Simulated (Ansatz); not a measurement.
For AlB2-type MgB₂, PBE-D3(BJ) (PAW; Ansatz, a program for electronic structure) gives:

```
Property             Result
------------------  -------
lattice constant a  3.048 Å
c axis length       3.467 Å
```

**Question.** What does r²SCAN (PAW; Ansatz) give for the same quantities?

**Answer.** 
- lattice constant a: 3.069 Å (goes up by 0.7 %)
- lattice parameter c: 3.511 Å (increases by 1.3 %)

For comparison: lattice constant a 3.083 Å (measured, 300 K, not corrected to a static lattice; as tabulated in Loa et al. (2002), arXiv:cond-mat/0206051); lattice parameter c 3.521 Å (measured, 300 K, no zero-point or thermal correction; as tabulated in Loa et al. (2002), arXiv:cond-mat/0206051).

Changes are worked out from the printed values.

Unless a cell is named, each level is at its own relaxed cell (PBE-D3(BJ) 9.30, r²SCAN 9.54 Å³/atom).

Ansatz's density-functional and Hartree–Fock values are scalar-relativistic unless marked +SOC, with PAW data made under PBE.
